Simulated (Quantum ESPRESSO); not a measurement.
A self-consistent single point of Zr (P6_3/mmc, 2 atoms in the cell) with Quantum ESPRESSO.

Level of theory: PBE, PseudoDojo standard norm-conserving (PBE) pseudopotentials (plane waves; Quantum ESPRESSO).

The change in words: lattice scaled by 1.015; ecutwfc: 70 Ry → 42 Ry. Reference geometry:
```
CELL_PARAMETERS angstrom
      3.28717     0.00000     0.00000
     -1.64359     2.84677     0.00000
      0.00000     0.00000     5.24877
ATOMIC_POSITIONS crystal
  Zr 0.33333 0.66667 0.25000
  Zr 0.66667 0.33333 0.75000
```

Reference input (self-consistent single point, DFT, PBE, plane waves, PseudoDojo standard norm-conserving (PBE) pseudopotentials): ecutwfc = 70 Ry; occupations = smearing; smearing = cold; degauss = 0.0073499 Ry; potentials = {Zr: Zr.upf}; K_POINTS = automatic 9 9 5 0 0 0; conv_thr = 1e-11 Ry; mixing_beta = 0.4. This run's input differs from it in these lines:

```diff
@@ -12,3 +12,3 @@
     ntyp = 1,
-    ecutwfc = 70,
+    ecutwfc = 42,
     occupations = 'smearing',
@@ -24,4 +24,4 @@
 ATOMIC_POSITIONS {angstrom}
-Zr    0.000000000    1.897848864    1.312192250
-Zr    1.643585329    0.948924432    3.936576750
+Zr    0.000000000    1.926316858    1.331875250
+Zr    1.668239334    0.963158429    3.995625750
 K_POINTS {automatic}
@@ -29,5 +29,5 @@
 CELL_PARAMETERS {angstrom}
-   3.287170658     0.000000000     0.000000000
-  -1.643585329     2.846773296     0.000000000
-   0.000000000     0.000000000     5.248769000
+   3.336478669     0.000000000     0.000000000
+  -1.668239334     2.889475287     0.000000000
+   0.000000000     0.000000000     5.327501000
```

Output (repeated stretches shortened):

```
     Self-consistent Calculation

     iteration #  1     ecut=    42.00 Ry     beta= 0.40

     Threshold (ethr) on eigenvalues was too large:
     Diagonalizing with lowered threshold

     total energy              =    -202.42761789 Ry
     estimated scf accuracy    <       0.04471389 Ry

     iteration #  2     ecut=    42.00 Ry     beta= 0.40

     total energy              =    -202.42832644 Ry
     estimated scf accuracy    <       0.00711681 Ry

     iteration #  3     ecut=    42.00 Ry     beta= 0.40

     total energy              =    -202.42952810 Ry
     estimated scf accuracy    <       0.00040777 Ry

   [... 6 blocks of this kind left out ...]

     iteration # 10     ecut=    42.00 Ry     beta= 0.40

     total energy              =    -202.42960097 Ry
     estimated scf accuracy    <          4.4E-11 Ry

     iteration # 11     ecut=    42.00 Ry     beta= 0.40
     End of self-consistent calculation

     the Fermi energy is    12.6229 ev

!    total energy              =    -202.42960097 Ry
     estimated scf accuracy    <          3.5E-12 Ry
     smearing contrib. (-TS)   =      -0.00013826 Ry
     internal energy E=F+TS    =    -202.42946272 Ry

     convergence has been achieved in  11 iterations

     Forces acting on atoms (cartesian axes, Ry/au):

     atom    1 type  1   force =    -0.00000000   -0.00000000    0.00000000
     atom    2 type  1   force =    -0.00000000   -0.00000000    0.00000000

     Total force =     0.000000     Total SCF correction =     0.000000

          total   stress  (Ry/bohr**3)                   (kbar)     P=     -184.67
  -0.00125469   0.00000000   0.00000000         -184.57        0.00        0.00
   0.00000000  -0.00125469   0.00000000            0.00     -184.57        0.00
   0.00000000  -0.00000000  -0.00125666            0.00       -0.00     -184.86

   JOB DONE.
```

The run converged in 11 iterations. Against the reference run the free energy rises by 357 meV/atom and the pressure goes from -4.12 to -18.47 GPa.

The starting cell comes from a database of computed structures (which also holds hypothetical and non-ambient phases and stackings), without a prior relaxation at this level. Its lattice was rescaled by a random factor within 2.5 % of one. For this run, on top of that: lattice scaled by 1.015.
